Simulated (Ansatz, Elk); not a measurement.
An Ansatz (a program for electronic structure) input for a self-consistent single point of RbBr (Fm-3m, 2 atoms in the cell) (DFT, PBEsol, plane waves, default PAW files made with PBE):

Ansatz 0.2 input:
```yaml
# RbBr
crystal:
  lattice:
    - [0.000000, 3.423118, 3.423118]
    - [3.423118, 0.000000, 3.423118]
    - [3.423118, 3.423118, 0.000000]
  atoms:
    - { symbol: Rb, position: [0.000000, 0.000000, 0.000000] }
    - { symbol: Br, position: [0.500000, 0.500000, 0.500000] }
basis:
  ecutwfc: 420.0
kpoints:
  mp_grid: { grid: [7, 7, 7] }
hamiltonian:
  xc: pbesol
  pseudopotentials: { kind: paw }
scf:
  occupations: { method: fermi_dirac, width: 0.05 }
output:
  forces: true
  eigenvalues: true
  stress: true
```

Write the same calculation as an input for Elk.

This is the input that was run; spellings and numerical settings could be chosen otherwise.

```
tasks
  0

xctype
  22

tforce
  .true.

rgkmax
  8.0

gmaxvr
  18.0

lmaxapw
  10

lmaxo
  8

nxlo
  2

lorbcnd
  .true.

lradstp
  2

nrmtscf
  2.0

lmaxi
  4

swidth
  0.00183747

maxscl
  100

scale
  1.889726125

avec
    0.0000000000    3.4231180000    3.4231180000
    3.4231180000    0.0000000000    3.4231180000
    3.4231180000    3.4231180000    0.0000000000

sppath
  'species/'

atoms
  2
  'Rb.in'
  1
  0.0000000000  0.0000000000  0.0000000000    0.0 0.0 0.0
  'Br.in'
  1
  0.5000000000  0.5000000000  0.5000000000    0.0 0.0 0.0

ngridk
  7 7 7
```

Basis settings and potentials, where a program has them, do not carry over. This input uses DFT, PBEsol, all-electron FP-LAPW, Elk's shipped species files, APW+lo basis with extra local orbitals. Both were run: gap on the mesh 4.222 eV in Ansatz and 4.227 in Elk.

On Elk: the starting cell comes from a database of computed structures (which also holds hypothetical and non-ambient phases and stackings), without a prior relaxation at this level. Its lattice was rescaled by a random factor within 2.5 % of one. Values depend on the basis (sphere radii, cutoffs, local orbitals), which need not be converged.

On Ansatz: the starting cell comes from a database of computed structures (which also holds hypothetical and non-ambient phases and stackings), without a prior relaxation at this level. Its lattice was rescaled by a random factor within 2.5 % of one.
